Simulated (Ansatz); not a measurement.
**Parameter sweep on V₃Ir (Pm-3n, 8 atoms in the cell)**

```xyz
8
Lattice="4.7860 0.0000 0.0000 0.0000 4.7860 0.0000 0.0000 0.0000 4.7860" Properties=species:S:1:pos:R:3 pbc="T T T"
Ir     0.0000     0.0000     0.0000
Ir     2.3930     2.3930     2.3930
V      1.1965     0.0000     2.3930
V      2.3930     3.5895     0.0000
V      3.5895     0.0000     2.3930
V      2.3930     1.1965     0.0000
V      0.0000     2.3930     3.5895
V      0.0000     2.3930     1.1965
```
Moments meant for the start (each program seeds them in its own way; μB, in the order of the atoms Ir Ir V V V V V V): 0.0 0.0 2.0 2.0 2.0 2.0 2.0 2.0.

Base run A: Ansatz (an electronic-structure program) with PBEsol, default PAW files made with PBE, self-consistent single point.

Its settings: kpoints.mp_grid.grid = 6 6 6; hamiltonian.xc = pbesol; hamiltonian.pseudopotentials = {kind: paw} (the program's default PAW files); magnetization.spin_polarized = true; scf.occupations.method = cold; scf.occupations.width = 0.02 Ry.

The starting cell comes from a database of published, mostly measured structures (it also holds non-ambient and calculated ones), without a prior relaxation at this level. The starting moments vanished: the run ended non-magnetic, which need not be the lowest state. The program warned that a starting moment was not kept. In the base run, with a pressure of about -9 GPa the cell is away from its equilibrium volume at this level. Ansatz's pressure includes its estimate of the finite-basis (Pulay) stress.

A dash stands where there is no value to compare (another energy zero or no entropy term, no result, no spin, no clean gap, or a mesh too coarse for one). 

| run | change | pressure (GPa) | dispersion energy (eV/atom) |
|---|---|---|---|
| A | base | -8.76 | – |
| B | hamiltonian.dispersion: default → d3bj [PBEsol-D3BJ] | -16.63 | -0.667 |
| C | hamiltonian.dispersion: default → d3bjatm [PBEsol-D3BJ-ATM] | -14.69 | -0.584 |
| D | hamiltonian.dispersion: default → d4 [PBEsol-D4] | -12.03 | -0.284 |

Run D against A: The pressure goes from -8.76 to -12.03 GPa.

Run B against A: The pressure goes from -8.76 to -16.63 GPa.

Left out of this page: 1 run of the series held back from this collection.

Keys are those of Ansatz 0.2.
